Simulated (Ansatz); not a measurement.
## Response to strain in hypothetical rutile HfTe2

Take HfTe2 in the rutile structure (space group P4_2/mnm, No. 136; a = 6.908 Å, c = 3.921 Å; a hypothetical phase, not in the database extracts checked) as the base. Axes: x, y, z lie along a, b, c of the conventional cell.

Strains are applied to the cell and any free atomic positions relax; under biaxial strain the out-of-plane vector relaxes too.

Calculations: PBEsol/PAW in Ansatz (a program for electronic structure), without spin-orbit coupling.

Notes on the quantities. pressure: mean of the normal stresses, compression positive.

```tsv
case	pressure	volume per atom	space group
base	0.0 GPa	31.19 Å³	P4_2/mnm (No. 136)
biaxial strain −3.34 %, plane normal [001], relaxed out of plane	2.2 GPa	30.41 Å³	P4_2/mnm (No. 136)
biaxial strain +1.14 %, plane normal [001], relaxed out of plane	-0.7 GPa	31.52 Å³	P4_2/mnm (No. 136)
biaxial strain +1.19 %, plane normal [001], relaxed out of plane	-0.8 GPa	31.53 Å³	P4_2/mnm (No. 136)
biaxial strain +1.83 %, plane normal [001], relaxed out of plane	-1.1 GPa	31.70 Å³	P4_2/mnm (No. 136)
isotropic strain +0.43 %	-0.7 GPa	31.59 Å³	P4_2/mnm (No. 136)
uniaxial strain ε_xx = −0.16 %	0.1 GPa	31.14 Å³	Pnnm (No. 58)
uniaxial strain ε_zz = +0.89 %	-0.5 GPa	31.47 Å³	P4_2/mnm (No. 136)
```

Without a gap, meshes like the base's 7×7×12 leave anisotropic stresses uncertain by several tenths of a GPa, and small strain energies with them. Stability against distortions was not tested. The final runs are not spin-polarised.
